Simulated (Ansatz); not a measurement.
The reference is Hf in the hcp (Mg type) structure (space group P6_3/mmc, No. 194; a = 3.198 Å, c = 5.049 Å; relaxed with 0.1 eV smearing). Axes: x lies along a and z along c of the hexagonal cell.

Calculations: r2SCAN (Ansatz, an electronic-structure program; PAW; 500 eV plane waves; scalar-relativistic without spin-orbit coupling).

Now apply this change: tensile biaxial strain of 3.35 % in the plane normal to [001], as in epitaxy on a mismatched substrate; the out-of-plane cell vector and the atoms relax.

Question: Estimate the effect on the out-of-plane strain and in-plane stress.

Answer: The out-of-plane strain is -2.09 %; the mean in-plane stress (compression positive) is -6.7 GPa.

Stability against distortions was not tested. All final runs are without spin polarisation.
